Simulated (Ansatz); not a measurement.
# Defect calculation: O on the B site in bulk hexagonal BN (AA')

Computed with PBE-D3(BJ), PAW (plane waves to 420 eV; Ansatz, a quantum-chemistry and plane-wave program). Cell: 128 sites, 4×4×2 repeats of a cell of 4 atoms; final energies on a 2×2×2 Γ-centred mesh. Site at the start: the B site. Energies of charged states are corrected for periodic images (point charge plus alignment at distant sites). Dielectric constants: PBE linear response of the host. Host gap at this level: 4.23 eV. A cell of this size leaves errors of a few tenths of an eV. Levels are measured in PBE's own, too narrow, gap. Spin–orbit coupling is left out. Each state is the lowest found from its start.

Charges with a result: +3, +2, +1, 0, −1. Others weren't obtained, and one of them could lie lower, also by skipping a charge.

| charge | moment (μB) | point group | largest move off a lattice site (Å) | image correction with alignment (eV) |
|---|---|---|---|---|
| +3† | not spin-polarised | – | 0.37 | 0.67 |
| +2† | quenched | – | 0.38 | 0.22 |
| +1 | not spin-polarised | – | 0.37 | 0.16 |
| 0 | 1.0 | Cs | 0.60 | 0.00 |
| −1† | not spin-polarised | – | 1.11 | 0.41 |

† Not settled in this cell, so no level is given: charge +3: a level filled in part, a large or scattered potential alignment, level within 0.1 eV of a band edge or past it; charge +2: a level filled in part, a large or scattered potential alignment; charge −1: a large or scattered potential alignment.

Point groups are those of the whole cell at tolerances of 0.03 and 0.1 Å ("near" where only the looser one holds); none is given for unsettled states.

Starting moments that weren't kept: charge +2 began with 1 μB and ended with 0.0.

Transition levels above the valence-band maximum: ε(+1/0) = 0.40 eV. With a charge missing or unsettled, these needn't be thermodynamic levels.

Flagged in the runs: a doubtful potential alignment, a strain field that reaches the edge of the cell.

All states together cost very roughly 6 core-hours.
